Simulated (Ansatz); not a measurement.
The starting structures come from a database of crystals and need not be the phases stable at ambient conditions.

Data:

```
MgS
1.0
    4.00664     0.00000     0.00000
    0.00000     4.00664     0.00000
    2.00332     2.00332     2.83312
Mg S
1 1
Direct
  0.00000   0.00000   0.00000
  0.25000   0.75000   0.50000
```

Space group of this cell: F-43m, zinc blende. The cell is taken as given.

These are r2SCAN (plane waves, PAW; Ansatz, a quantum-chemistry and plane-wave program) values and carry that method's errors.

The current runs along the normal of the first two printed vectors; no spin-orbit coupling. Scaled by the factor s: all lengths (ions clamped). The meshes follow the cell: 12×12×12 and 8×8 across at s = 0.98, 10×10×10 and 8×8 across at s = 1.00, 10×10×10 and 8×8 across at s = 1.02.

| s | mean pressure (GPa) | band gap (eV) |
|---|---|---|
| 0.98 | 3.9 | 4.27 |
| 1.00 | -0.1 | 4.13 |
| 1.02 | -3.3 | ? |

Question: Take the slope of the band gap against ln s from the two given rows, extrapolate to s = 1.02, and say what the run there gives.

Answer: Slope = (4.27 − 4.13) / ln 0.98 = -6.93 eV. The line gives 4.13 + (-6.93) × ln 1.02 = 3.99 eV. The run gives 3.82 eV, 0.17 eV under the line, 126 % of the predicted step.
